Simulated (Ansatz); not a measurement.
The starting structures come from a database of crystals and need not be the phases stable at ambient conditions.

The decay constant κ of evanescent states in the gap governs leakage through a thin film.

Input:

```yaml
crystal:
  lattice:
    - [5.18313, 0.00000, 0.00000]
    - [0.00000, 7.35495, 0.00000]
    - [0.00000, -3.67747, 5.69325]
  atoms:
    - { symbol: Na, position: [0.00000, 0.45760, 0.00000] }
    - { symbol: Na, position: [0.50000, 0.12910, 0.00000] }
    - { symbol: Na, position: [0.50000, 0.71150, 0.00000] }
    - { symbol: La, position: [0.00000, 0.04330, 0.42640] }
    - { symbol: La, position: [0.00000, 0.61690, 0.57360] }
    - { symbol: B, position: [0.50000, 0.29190, 0.57040] }
    - { symbol: B, position: [0.50000, 0.72150, 0.42960] }
    - { symbol: B, position: [0.00000, 0.05800, 0.00000] }
    - { symbol: O, position: [0.00000, 0.86770, 0.00000] }
    - { symbol: O, position: [0.00000, 0.25540, 0.21020] }
    - { symbol: O, position: [0.00000, 0.04520, 0.78980] }
    - { symbol: O, position: [0.50000, 0.74970, 0.65000] }
    - { symbol: O, position: [0.50000, 0.09970, 0.35000] }
    - { symbol: O, position: [0.73360, 0.38290, 0.68220] }
    - { symbol: O, position: [0.26640, 0.70070, 0.31780] }
    - { symbol: O, position: [0.26640, 0.38290, 0.68220] }
    - { symbol: O, position: [0.73360, 0.70070, 0.31780] }
```

Space group of this cell: Amm2. The cell is taken as given; by r2SCAN its mean pressure is -2.9 GPa.

Transport runs along the normal of the first two printed cell vectors.

No gap correction and no spin-orbit coupling; mid-gap values are interpolated between computed energies.

State the band gap and the smallest decay constant κ at mid-gap according to Ansatz (a first-principles code) with r2SCAN.

Gap 4.32 eV on a 6×6×6 mesh; κ = 0.435 1/Å, at the zone centre.
